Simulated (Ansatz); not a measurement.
**Al2O3: stress against strain**

Al2O3 (corundum, R-3c, 8.562 Å³/atom at rest, c along z) under a strain ε along c (axis z), the other axes held. PBEsol in Ansatz, a plane-wave DFT program (PAW, default set), 420 eV, 8×8×8 Γ-centred mesh, Fermi-Dirac smearing 0.05 eV; ions are relaxed within the symmetry of each cell. Stress is positive for a compressed cell.

Here s stands for strain and y for stress zz.

```
strain (%)  stress zz (GPa)
----------  ---------------
-1.50                  7.15
-0.75                  3.55
0.00                   0.00
0.75                  -3.45
1.50                  -6.83
3.00                      ?
```

Taking a straight line for y over the 5 complete rows: Means: s 0, y 0.084. About the means, the sum of products is -26.220 and the sum of squares of s is 5.6250; the slope is their ratio. Least squares gives y = 0.084 - 4.6613·s. Residuals (row less fit): 0.074, -0.030, -0.084, -0.038, 0.078; standard error 0.084 (degrees of freedom: 3). The slope gives the elastic constant C33 = 466 ± 4 GPa.

**Question.** Predict the withheld y at s = 3.00 from the fit, and compare with the calculation.

**Answer.** y = 0.084 - 4.6613 × 3.00 = -13.900 GPa. The calculation gives -13.35 GPa, 0.550 GPa above the prediction (2.7 % of the range of y in the table). The row lies outside the fitted rows, so this is an extrapolation. From the scatter of the fitted rows alone, a prediction at this place has a standard error of 0.140 GPa, so the miss is 3.9 times that.

One order more, fitted to all 9 runs of the series, follows each within 0.01, so the miss is the next term of a smooth law. Rows are the converged runs of the series near zero and its far end; series whose fitted rows scatter by over a few per cent of the range, as at a crossing or softening among them, aren't shown in this form. Most that stay on the fit to the last digits aren't either.
